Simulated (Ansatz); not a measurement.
## rock-salt PbTe (1 1 1) on zinc-blende CdTe (1 1 1) (film strained to the substrate, started from cuts of the bulks and a machine-learned relaxation; metallic at this level, with no gap by band count; slabs Cd4Te4 and Pb3Te3, which can lie off the formulas)

A periodic stack without vacuum, rock-salt PbTe (1 1 1) on zinc-blende CdTe (1 1 1) (film strained to the substrate, started from cuts of the bulks and a machine-learned relaxation; metallic at this level, with no gap by band count; slabs Cd4Te4 and Pb3Te3, which can lie off the formulas): substrate slab Cd4Te4, film Pb3Te3, surface cells [[0, 1], [-1, 0]] and [[0, 1], [-1, 0]], film strained by +0.7 and +0.7 %, outermost planes Cd/Te and Te/Pb as cut, which need not be the usual terminations and can put a slab off its formula.

The start was prepared with a machine-learned potential, and the result is one local minimum, with the in-plane cell held and forces under 0.04 eV/Å; the film can end far from its bulk form.

Calculation: PBE (plane waves to 420 eV, PAW; Ansatz, a first-principles code). Scalar-relativistic, without spin–orbit coupling. Its k-point mesh 6×6×1, Fermi–Dirac width 0.05 eV.

```
Property                                                                                                          Result
--------------------------------------------------------------------------------  --------------------------------------
interface area                                                                                                   19.0 Å²
period                                                                                                           27.39 Å
heights between the nearest atoms of the two slabs at the two interfaces                                 3.18 and 2.23 Å
Cd–Pb contacts across the interfaces within 1.22 times the sum of covalent radii                          2, mean 3.48 Å
two interfaces                                                                    unlike, so that offsets are their mean
spin-polarised check at this geometry                                                            falls back to no moment
slope of the mean potential energy in the substrate                                                       +8.7 MV/cm × e
```

```xyz
14
Lattice="4.6796 -0.0008 -0.1172 -2.3403 4.0540 0.0084 0.6877 1.3537 27.3660" Properties=species:S:1:pos:R:3 pbc="T T T"
Cd    -0.0676     2.6815     1.1181
Cd     2.4298     1.3740     4.9807
Cd     2.5198     4.1344     8.7752
Cd     0.2742     2.7385    12.6671
Te     2.2991     1.3427     2.0345
Te     2.4505     4.0875     5.8549
Te     0.2021     2.7931     9.7531
Te     2.6362     1.4130    13.5330
Pb     0.2493     3.9685    18.2720
Pb     2.7120     2.6617    22.2244
Pb     5.1705     1.3312    26.1718
Te     2.5551     2.5939    16.7025
Te     0.3328     1.2850    20.7455
Te     0.4446     4.0097    24.6851
```
